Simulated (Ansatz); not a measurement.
Consider CdSe in the zinc blende structure (space group F-43m, No. 216; a = 6.082 Å). Axes: x, y, z lie along the cube axes.

Computed with Ansatz (a quantum-chemistry and plane-wave program) PBEsol, no spin-orbit coupling.

Base values:

```
Quantity                            Result
---------------------  -------------------
Gap character                  direct at Γ
Valence-band top at Γ  0.00, 0.00, 0.00 eV
```

One thing is altered: uniaxial strain ε_zz = −2.00 %, all other strain components held at zero, atoms relaxed at fixed cell.

Q: How does this affect the energy relative to the base, gap character, valence-band top at Γ and stress?

A: The energy grows by 2.3 meV/atom; the gap character stays direct at Γ; the valence-band top at Γ (three highest levels, from the VBM) changes from 0.00, 0.00, 0.00 eV to 0.00, -0.06, -0.06 eV; the stress (xx, yy, zz, yz, xz, xy; compression positive) is (0.99, 0.99, 1.31, 0.00, 0.00, 0.00) GPa.

Whether these cells are dynamically stable was not tested. Labels are those of the standard path for the cell's own space group.
